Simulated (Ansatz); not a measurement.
The parent structure is TiO2 in the rutile structure (space group P4_2/mnm, No. 136; a = 4.591 Å, c = 2.939 Å). Axes: x, y, z lie along a, b, c of the conventional cell.

All numbers come from PBEsol (Ansatz, a first-principles code; PAW; 420 eV plane waves; spin-orbit coupling left out).

Perturbation: tensor shear ε_xz = +1.00 % (engineering shear γ = 0.0200); the atoms relax in the strained cell.

Problem. Predict the stress tensor and what it implies for the stiffness.

Solution. Stress of the strained cell less that of the base (GPa, compression positive):
```
   0.03    0.00   -2.40
   0.00    0.05    0.00
  -2.40    0.00    0.00
```

Then −Δσ/γ with γ = 2ε = 0.0200 gives relaxed-ion elastic constants: C55 ≈ 120 GPa.

Whether these cells are dynamically stable was not tested. The final runs are not spin-polarised.
